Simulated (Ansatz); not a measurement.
**MoTe2 (within 0.1 Å of P2₁/m, No. 11, 12 atoms in the cell; start mp-7459; a measured phase of this formula has another space group)**

Method: r²SCAN-D4 (PAW; Ansatz, a quantum-chemistry and plane-wave program).

Numerical settings: plane-wave cutoff 500 eV, 6×12×4 k mesh (along the axes of the cell as run), Fermi–Dirac smearing 0.05 eV, no spin polarisation, scalar-relativistic PAW data made under PBE.

Cell (relaxed at this level):

```cif
data_Mo4Te8
_chemical_formula_sum 'Te8 Mo4'
_space_group_name_H-M_alt 'P21/m'
_space_group_IT_number 11
_space_group_name_Hall '-P 2yb'
_cell_length_a 6.32642
_cell_length_b 3.49126
_cell_length_c 14.29063
_cell_angle_alpha 90.000
_cell_angle_beta 92.380
_cell_angle_gamma 90.000
loop_
_atom_site_label
_atom_site_type_symbol
_atom_site_symmetry_multiplicity
_atom_site_Wyckoff_symbol
_atom_site_fract_x
_atom_site_fract_y
_atom_site_fract_z
_atom_site_occupancy
Te1 Te 2 e 0.58223 0.25000 0.10158 1
Te2 Te 2 e 0.09100 0.75000 0.14381 1
Te3 Te 2 e 0.43404 0.25000 0.64370 1
Te4 Te 2 e 0.06255 0.25000 0.39832 1
Mo1 Mo 2 e 0.18066 0.25000 0.00724 1
Mo2 Mo 2 e 0.67930 0.25000 0.49304 1
```

| Item | Value |
|---|---|
| band gap | none |

Spin–orbit coupling is not included.

Static lattice: no zero-point or thermal effects.

A start named mp-… is a Materials Project structure, which need not be a measured phase.
